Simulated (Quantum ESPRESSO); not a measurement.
**Several settings converged on Sb (R-3m, 2 atoms in the cell)**

```
Sb
1.0
    2.16578    -1.25041     3.77545
    0.00000     2.50082     3.77545
   -2.16578    -1.25041     3.77545
Sb
2
Cartesian
  0.00000   0.00000   2.69470
  0.00000   0.00000   8.68165
```

Base method: PBEsol, PSlibrary PAW (PBE) pseudopotentials (plane waves; Quantum ESPRESSO).

Base settings: ecutwfc = 30 Ry; ecutrho = 180 Ry; occupations = smearing; smearing = fd; degauss = 0.0073499 Ry; input_dft = pbesol; potentials = {Sb: Sb.pbe-n-kjpaw_psl.1.0.0.UPF}; K_POINTS = automatic 9 9 9 0 0 0; conv_thr = 1e-11 Ry.

The count of work is k-points × plane waves × bands × iterations; it is no time. Core times come from one kind of shared machine, to one figure; runs under 30 s give none.

**The width of Fermi-Dirac smearing**

In this ladder: K_POINTS = automatic 15 15 15 0 0 0.

Narrow widths need finer meshes than wide ones, so the last steps can hold mesh noise.

Only quantities that move along the ladder and can be compared are tabulated; pressure and forces are left out, as mesh noise rules them at narrow widths.

```csv
degauss,free energy less the last step's (meV/atom),energy extrapolated to zero width less the last step's (meV/atom)
0.073499 Ry,-831.10,96.21
0.036749 Ry,-162.35,34.81
0.02205 Ry,-43.54,12.29
0.0147 Ry,-13.42,4.60
0.0073499 Ry,0.00,0.00
```

Widest degauss that holds the free energy within 5 meV/atom: not settled: the last two steps still differ by 13 meV/atom, over half the tolerance, so the ladder does not show it.

Widest degauss that holds the energy extrapolated to zero width within 2 meV/atom: not settled: the last two steps still differ by 4.6 meV/atom, over half the tolerance, so the ladder does not show it.

The extrapolation to zero width removes most of the smearing's effect on the energy.

**The width of Methfessel-Paxton smearing**

In this ladder: smearing = mp; K_POINTS = automatic 15 15 15 0 0 0.

Narrow widths need finer meshes than wide ones, so the last steps can hold mesh noise.

Only quantities that move along the ladder and can be compared are tabulated; pressure and forces are left out, as mesh noise rules them at narrow widths.

```tsv
degauss	free energy less the last step's (meV/atom)
0.073499 Ry	22.85
0.036749 Ry	5.61
0.02205 Ry	1.43
0.0147 Ry	0.36
0.0073499 Ry	0.03
0.0036749 Ry	0.00
```

Widest degauss that holds the free energy within 0.5 meV/atom of the last step, with all finer ones: 0.0147 Ry; the step before is off by 1.4 meV/atom.

**The mesh under tetrahedron occupations**

In this ladder: occupations = tetrahedra_opt; smearing = default; degauss = default.

Only quantities that move along the ladder and can be compared are tabulated.

```csv
K_POINTS,free energy less the last step's (meV/atom),pressure (GPa),largest difference of a force vector from the last step's (eV/Å),count of work / last,core time / last (rough)
automatic 4 4 4 0 0 0,-19.91,-1.62,0.227,0.013,–
automatic 5 5 5 0 0 0,-19.06,-1.63,0.172,0.018,–
automatic 6 6 6 0 0 0,-4.47,-1.36,0.140,0.031,–
automatic 7 7 7 0 0 0,-11.07,-1.53,0.053,0.043,–
automatic 9 9 9 0 0 0,-4.22,-1.49,0.039,0.083,–
automatic 11 11 11 0 0 0,-2.09,-1.54,0.019,0.14,–
automatic 14 14 14 0 0 0,-0.79,-1.54,0.008,0.28,0.3
automatic 17 17 17 0 0 0,-0.39,-1.54,0.001,0.48,0.5
automatic 22 22 22 0 0 0,0.00,-1.55,0.000,1.0,1
```

Coarsest K_POINTS that holds the pressure within 0.1 GPa of the last step, with all finer ones: automatic 7 7 7 0 0 0, at 0.043 of the last step's count of work; the step before is off by 0.19 GPa.

Coarsest K_POINTS that holds the forces within 0.01 eV/Å of the last step, with all finer ones: automatic 14 14 14 0 0 0, at 0.28 of the last step's count of work and about 0.3 of the last step's time; the step before is off by 0.019 eV/Å.

Coarsest K_POINTS that holds the free energy within 5 meV/atom of the last step, with all finer ones: automatic 9 9 9 0 0 0, at 0.083 of the last step's count of work; the step before is off by 11 meV/atom.

Two neighbours can agree and both be off: automatic 4 4 4 0 0 0 and automatic 5 5 5 0 0 0 differ by 0.84 meV/atom in the free energy, yet lie about 19 meV/atom from the last step.

On the base run: the starting cell has typed, rounded lattice constants, without a prior relaxation at this level. Its lattice was rescaled by up to half a per cent. One atom was moved a little off its site on purpose.

Left out of this page: 4 runs of the series outside the window shown, repeating another row's setting, or not comparable.
